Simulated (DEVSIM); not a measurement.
## abrupt GaAs p-n junction

System: abrupt GaAs p-n junction, at 250 K.

```tsv
layer (left to right)	material	thickness (μm)	Nd (cm⁻³)	Na (cm⁻³)	τn (s)	τp (s)
1	GaAs	0.120	-	2.5e15	2e-8	2e-8
2	GaAs	20.0	3.2e16	-	2e-8	2e-8
```

Left contact: ohmic. Right contact: ohmic. Voltage is applied to the left contact. Recombination: SRH at mid-gap, radiative, Auger. Mobility is μmin + (μ − μmin)/(1 + (N/Nref)^α).

Constants are typed, rounded textbook-type inputs, not results; the design itself was drawn at random and stands for no fabricated device. Values at 300 K; Nc and Nv go as T^1.5, mobilities as T to minus their exponent, the gap by Varshni's rule with the affinity fixed.

```
parameter             GaAs
----------------  --------
gap (eV)             1.424
affinity (eV)         4.07
permittivity          12.9
Nc (cm⁻³)           4.7e17
Nv (cm⁻³)             9e18
μn (cm²/Vs)           8500
μp (cm²/Vs)            400
μn,min                 500
μp,min                  20
Nref,n                6e16
Nref,p              1.5e17
αn                    0.39
αp                    0.38
T exponent of μn       2.1
T exponent of μp       2.2
B (cm³/s)            2e-10
Cn (cm⁶/s)           1e-30
Cp (cm⁶/s)           1e-30
Varshni α (eV/K)  0.000541
Varshni β (K)          204
```

Simulated with DEVSIM: 1D drift-diffusion, Boltzmann statistics, complete ionisation; no tunnelling, impact ionisation, image-force lowering or self-heating.

- Potential step across the device at zero bias = 1.224 V
- Largest field in the device at zero bias = 64000 V/cm
- Dark forward voltage at 1 A/cm² = 0.929 V
- Dark forward voltage at 100 A/cm² = 1.045 V

Dark reverse current:

```tsv
V (V)	J (A/cm²)
-0.40	-9.2e-14
-1.00	-1.9e-13
-2.00	-3.1e-13
-3.00	-4.1e-13
-4.00	-5.0e-13
-6.00	-6.4e-13
-8.00	-7.7e-13
-10.00	-8.9e-13
-13.00	-1.0e-12
-16.00	-1.2e-12
-20.00	-1.3e-12
```

Dark forward current:

```tsv
V (V)	J (A/cm²)
0.05	4.4e-14
0.10	1.8e-13
0.20	2.1e-12
0.25	7.1e-12
0.30	2.4e-11
0.35	8.3e-11
0.45	1.4e-9
0.50	8.0e-9
0.55	5.9e-8
0.60	5.0e-7
0.70	4.2e-5
0.75	0.00039
0.80	0.0035
0.85	0.032
0.95	2.4
1.00	19
1.05	120
1.10	440
1.20	1600
1.25	2400
```
